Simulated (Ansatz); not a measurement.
**rock-salt TiN (1 1 1) on wurtzite AlN (0 0 1) (film strained to the substrate, started from cuts of the bulks and a machine-learned relaxation; slabs Al6N6 and N4Ti4, which can lie off the formulas)**

A periodic stack without vacuum, rock-salt TiN (1 1 1) on wurtzite AlN (0 0 1) (film strained to the substrate, started from cuts of the bulks and a machine-learned relaxation; slabs Al6N6 and N4Ti4, which can lie off the formulas): substrate slab Al6N6, film N4Ti4, surface cells [[0, 1], [-1, 0]] and [[0, -1], [1, -1]], film strained by +4.2 and +4.2 %, outermost planes N/Al and N/Ti as cut, which need not be the usual terminations and can put a slab off its formula.

The start was prepared with a machine-learned potential, and the result is one local minimum, with the in-plane cell held and forces under 0.04 eV/Å; the film can end far from its bulk form.

All values below come from PBE (plane waves to 420 eV, PAW; Ansatz, a quantum-chemistry and plane-wave program). Scalar-relativistic, without spin–orbit coupling; the runs are not spin-polarised; PBE gaps are too small against experiment. Its k-point mesh 11×11×1, Fermi–Dirac width 0.05 eV.

```
Item                                                                                                                      Value
--------------------------------------------------------------------------------  ---------------------------------------------
interface area                                                                                                           8.5 Å²
period                                                                                                                  25.11 Å
heights between the nearest atoms of the two slabs at the two interfaces                                        1.90 and 2.03 Å
Al–Ti contacts across the interfaces within 1.22 times the sum of covalent radii                                 6, mean 3.28 Å
N–Ti contacts across the interfaces within 1.22 times the sum of covalent radii                                  1, mean 2.03 Å
Al–N contacts across the interfaces within 1.22 times the sum of covalent radii                                  1, mean 1.90 Å
estimate of the barrier                                                           withheld, since the two interfaces are unlike
slope of the mean potential energy in the substrate                                                              +3.6 MV/cm × e
```

```yaml
crystal:
  lattice:
    - [3.13050, -0.00014, -0.08776]
    - [1.56468, 2.71114, -0.00772]
    - [0.70019, 1.48516, 25.12604]
  atoms:
    - { symbol: Al, position: [0.22371, 0.18770, 0.05962] }
    - { symbol: Al, position: [0.59042, 0.45434, 0.15963] }
    - { symbol: N, position: [0.24890, 0.13708, 0.13568] }
    - { symbol: N, position: [0.54943, 0.53651, 0.03646] }
    - { symbol: Al, position: [0.29040, 0.05420, 0.25966] }
    - { symbol: Al, position: [0.65713, 0.32079, 0.35968] }
    - { symbol: N, position: [0.31556, 0.00364, 0.33562] }
    - { symbol: N, position: [0.61583, 0.40357, 0.23561] }
    - { symbol: Al, position: [0.35705, 0.92078, 0.45970] }
    - { symbol: Al, position: [0.72375, 0.18746, 0.55972] }
    - { symbol: N, position: [0.38221, 0.87027, 0.53568] }
    - { symbol: N, position: [0.68247, 0.27017, 0.43563] }
    - { symbol: N, position: [0.74890, 0.13714, 0.63543] }
    - { symbol: N, position: [0.11205, 0.41125, 0.72453] }
    - { symbol: N, position: [0.47701, 0.68153, 0.81915] }
    - { symbol: N, position: [0.84325, 0.94907, 0.91717] }
    - { symbol: Ti, position: [0.42818, 0.77772, 0.67362] }
    - { symbol: Ti, position: [0.79494, 0.04583, 0.77309] }
    - { symbol: Ti, position: [0.15933, 0.31688, 0.86552] }
    - { symbol: Ti, position: [0.52266, 0.59013, 0.95544] }
```
